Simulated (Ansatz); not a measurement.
Functionals compared on the (0001) surface of hcp Y in its 1x1 cell, outermost plane spacing 2.84 Å in the ideal cut, in Ansatz (plane waves, PAW). The structure was relaxed with PBE; the other rows are single points on it, each with its references at the same level. Cutoff 420 eV (500 eV for r2SCAN).

Slab: 5 atoms, 11.4 Å thick at the start; k 12x12x1, smearing 0.1 eV, dipole-corrected; all atoms relaxed; symmetry of the start imposed; no spin, no spin-orbit, no U. These notes are the PBE run's.

```tsv
functional	surface energy (J/m²)	work function of the top face (eV)	rough cost of the single point
PBE	1.00	3.35	–
LDA	1.13	3.51	very roughly 10 core-seconds
PBEsol	(withheld)	(withheld)	around 10 core-seconds (rough)
r2SCAN	1.10	3.39	around 26 core-seconds (rough)
```

Q: Complete the blanks.

A: 
- PBEsol, surface energy (J/m²): 1.10
- PBEsol, work function of the top face (eV): 3.40

Ansatz is an electronic-structure program.
